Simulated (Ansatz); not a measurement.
# Input and output of a self-consistent single point for AgRh₃ (Pm-3n, 8 atoms in the cell) (Ansatz)

Method of the run: PBE (plane waves, PAW; Ansatz, a first-principles code).

The input file:

Ansatz 0.2 input:
```yaml
crystal:
  lattice:
    - [4.76181400, 0.00000000, 0.00000000]
    - [0.00000000, 4.76181400, 0.00000000]
    - [0.00000000, 0.00000000, 4.76181400]
  atoms:
    - { symbol: Rh, position: [0.25000000, 0.00000000, 0.50000000] }
    - { symbol: Rh, position: [0.75000000, 0.00000000, 0.50000000] }
    - { symbol: Rh, position: [0.00000000, 0.50000000, 0.25000000] }
    - { symbol: Rh, position: [0.00000000, 0.50000000, 0.75000000] }
    - { symbol: Rh, position: [0.50000000, 0.25000000, 0.00000000] }
    - { symbol: Rh, position: [0.50000000, 0.75000000, 0.00000000] }
    - { symbol: Ag, position: [0.00000000, 0.00000000, 0.00000000] }
    - { symbol: Ag, position: [0.50000000, 0.50000000, 0.50000000] }
kpoints:
  mp_grid: { grid: [9, 9, 9] }
hamiltonian:
  xc: pbe
  pseudopotentials: { kind: paw }
scf:
  occupations: { method: cold, width: 0.1 }
output:
  forces: true
  eigenvalues: true
  stress: true
```

The program printed (abridged):

```
WARN basis.ecutwfc = 420 eV, the default
WARN ansatz: RAYON_NUM_THREADS=1 ignored (pool sized by the plan → 1); use --threads N
Pseudopotentials: kind: paw
Pseudopotential: Rh, paw, valence charge 17
Pseudopotential: Ag, paw, valence charge 19
Crystal: 8 atoms, lattice volume = 107.974 Å³
Basis set: ecut = 420 eV, 2103 PW (Γ), exchange–correlation on 64×64×64 points (8 copies of the dense FFT grid, shifted against one another)
Bands: 84, of which v1, the nominal top of the filled ones, is band 70 counted from 1 (69 counted from 0)
Symmetry: 48 space group operations
Space group: Pm-3n (ITA 223), of the structure as read, at distance tolerance 4.8e-5 Å
k-points: 35 of 729
Initial density: superposition of atomic densities (neutral atoms: chi_scale 0, normalization atom), corrected by the library's trained network
Initial wavefunctions: pseudopotential atomic-orbital guess
Eigensolver: davidson
Functional: x = pbe(κ = 0.804, μ = 0.2195149727645171), c = pbe(β = 0.06672455060314922)
SCF iter   1: F=—  HF=-53593.445140 eV  |F-HF|=—  |Δ(HF+E_count)|=         —  Δρ=2.22e-2  dr2=1.52e-1  ethr=1.77e-3  ⟨swp⟩=5.0  Hψ=9149  notcnv=0  defer=60
all-band conjugate gradients solve this SCF's bands
preconditioner: auto → Kerker (q_TF=auto, 2.849 Å⁻¹)
SCF iter   2: F=—  HF=-53593.422233 eV  |F-HF|=—  |Δ(HF+E_count)|=   2.29e-2  S|Δr|=    0.00e0  Δρ=9.91e-3  dr2=3.09e-2  ethr=1.09e-4  ⟨swp⟩=1.2  Hψ=3574  notcnv=0  defer=79
SCF iter   3: F=—  HF=-53593.414327 eV  |F-HF|=—  |Δ(HF+E_count)|=   7.91e-3  S|Δr|=    0.00e0  Δρ=2.00e-3  dr2=1.36e-3  ethr=2.21e-5  ⟨swp⟩=2.7  Hψ=5262  notcnv=0  defer=79
SCF iter   4: F=—  HF=-53593.414155 eV  |F-HF|=—  |Δ(HF+E_count)|=   1.73e-4  S|Δr|=    0.00e0  Δρ=3.01e-4  dr2=8.34e-5  ethr=9.72e-7  ⟨swp⟩=1.8  Hψ=2942  notcnv=0  defer=79
SCF iter   5: F=—  HF=-53593.413612 eV  |F-HF|=—  |Δ(HF+E_count)|=   5.43e-4  S|Δr|=    0.00e0  Δρ=1.43e-4  dr2=1.83e-5  ethr=5.96e-8  ⟨swp⟩=2.1  Hψ=4799  notcnv=0  defer=79
SCF iter   6: F=—  HF=-53593.413608 eV  |F-HF|=—  |Δ(HF+E_count)|=   4.09e-6  S|Δr|=    0.00e0  Δρ=6.02e-5  dr2=9.88e-7  ethr=1.31e-8  ⟨swp⟩=2.0  Hψ=3964  notcnv=0  defer=79
SCF iter   7: F=-53593.413608 eV  HF=-53593.413608 eV  |F-HF|=1.13e-8  |Δ(HF+E_count)|=   1.39e-7  S|Δr|=    0.00e0  Δρ=6.60e-6  dr2=2.95e-8  ethr=7.14e-11  ⟨swp⟩=9.0  Hψ=10903  notcnv=0
SCF 1 converged in 7 iterations: F = -53593.413608 eV  dr2 = 2.95e-8
SCF converged after 7 iterations
Stability not checked (fill_not_monotonic)
Free energy (F): -53593.413608 eV
Harris-Foulkes:  -53593.413608 eV  (|F-HF|=1.13e-8)
Internal energy: -53593.419322 eV  (E = F + TS)
E sigma→0 (E₀):  -53593.415513 eV
Entropy (-TS):   0.005714 eV (0.714 meV/atom)
Fermi energy:    22.852493 eV
--- Per-component energies (eV) ---
  E_band       = -718.203330
  E_kinetic    = 4522.965457
  E_local      = -13066.154506  (includes V_loc(G=0)·N_el)
  E_nonlocal   = 2297.917813
  E_hartree    = 5067.158294
  E_xc         = -1709.514040
  E_vxc        = -2152.768946  (∫ρ·V_xc dr)
  E_paw        = -29329.360506  (= ΣΔE_a)
  E_vpaw       = -2454.483284  (= ΣTr[D̂ρ^β])
  E_aug_tail   = 0.005650  (compensation charges beyond the density's cutoff)
  E_ewald      = -21376.437484
  E_smearing   = 0.005714  (= −TS)
  E_closure    = -0.000000  (closes the sum)
  Σ components = -53593.413608   (vs F -53593.413608, Δ=0.00e0)
--- Forces (eV/Å), atoms counted from 1 ---
  atom   1  Rh     0.00000000     0.00000000     0.00000000
   [... zero for the other atoms too ...]
  max |Σ_I F_I| component: 1.97e-17 eV/Å
--- Stress (GPa, compression-positive) ---
       33.394314       0.000000       0.000000
        0.000000      33.394314       0.000000
        0.000000       0.000000      33.394314
  P = ⅓ Tr σ = 33.3943 GPa (333.943 kbar)
  The stress holds the Pulay correction. Without it, at fixed plane waves, as pw.x and ABINIT print it: P = 33.2608 GPa
--- Band table (eV; the first three rows and the last of 35) ---
  k-point 0: bands = ["-69.4041", "-69.4039", "-55.7323", "-55.6933", "-55.6933", "-55.5395", "-55.5395", "-55.5395", "-32.8952", "-32.8952", "-32.8952", "-32.8937", "-32.8937", "-32.8937", "-24.5240", "-24.5240", "-24.4354", "-23.5668", "-23.5668", [...]
  k-point 1: bands = ["-69.4041", "-69.4039", "-55.7299", "-55.6942", "-55.6899", "-55.5445", "-55.5395", "-55.5395", "-32.8952", "-32.8952", "-32.8949", "-32.8938", "-32.8938", "-32.8935", "-24.5224", "-24.5046", "-24.4217", "-23.5657", "-23.5657", [...]
  k-point 2: bands = ["-69.4040", "-69.4039", "-55.7243", "-55.6967", "-55.6790", "-55.5589", "-55.5395", "-55.5395", "-32.8951", "-32.8951", "-32.8943", "-32.8939", "-32.8939", "-32.8932", "-24.5178", "-24.4852", "-24.3454", "-23.5629", "-23.5629", [...]
  k-point 34: bands = ["-69.4040", "-69.4040", "-55.6406", "-55.6367", "-55.6367", "-55.6097", "-55.6097", "-55.6070", "-32.8935", "-32.8935", "-32.8935", "-32.8933", "-32.8933", "-32.8933", "-24.0123", "-24.0123", "-24.0030", "-23.8023", [...]
```

The run converged in 7 iterations.

The starting cell was generated: these elements placed on a structure prototype, without a prior relaxation; it need not be a known phase or ordering of this composition. Its lattice was rescaled by a random factor within 2.5 % of one. Spin polarisation is off. With a pressure of about 33 GPa the cell is away from its equilibrium volume at this level. Ansatz's pressure includes its estimate of the finite-basis (Pulay) stress.
